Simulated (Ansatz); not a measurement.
Consider Ru in the hcp (Mg type) structure (space group P6_3/mmc, No. 194; a = 2.704 Å, c = 4.263 Å; relaxed with 0.1 eV smearing). Axes: x lies along a and z along c of the hexagonal cell.

Method: r2SCAN/PAW in Ansatz (an electronic-structure program), spin-orbit coupling left out.

Base values:

```
Item                            Result
-----------------------------  -------
Shortest interatomic distance  2.642 Å
Pressure                       0.0 GPa
```

Perturbation: tensor shear ε_xz = +1.71 % (engineering shear γ = 0.0342); the atoms relax in the strained cell.

**Question.** What happens to the shortest interatomic distance, pressure and energy relative to the base?

**Answer.** The shortest interatomic distance falls by 0.036 Å to 2.606 Å; the pressure (mean of the normal stresses, compression positive) goes from zero to 0.4 GPa; the energy grows by 9.6 meV/atom.

No phonon test of stability was made. The final runs are not spin-polarised.
